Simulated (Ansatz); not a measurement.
The parent structure is SiC in the zinc blende structure (space group F-43m, No. 216; a = 4.356 Å). Axes: x, y, z lie along the cube axes.

Calculations: Ansatz (a quantum-chemistry and plane-wave program), r2SCAN, PAW, cutoff 500 eV, no spin-orbit coupling.

Strains are applied to the cell and any free atomic positions relax.

One change was made to it. Results:

| quantity | base | after |
|---|---|---|
| energy relative to the base (free energy F) | 0 meV/atom | +12 meV/atom |
| valence-band top at Γ (three highest levels, from the VBM) | 0.00, 0.00, 0.00 eV | 0.00, 0.00, -0.22 eV |

### Question
What was done to the base?
A) uniaxial strain ε_zz = +2.50 %
B) uniaxial strain ε_zz = +0.50 %
C) uniaxial strain ε_zz = +3.00 %

### Answer
C, uniaxial strain ε_zz = +3.00 %. For comparison, the energy relative to the base in the other runs: uniaxial strain ε_zz = +0.50 % gives +0.3 meV/atom; uniaxial strain ε_zz = +2.50 % gives +8.3 meV/atom.

The levels and masses belong to the bands next to the band gap. No phonon test of stability was made.
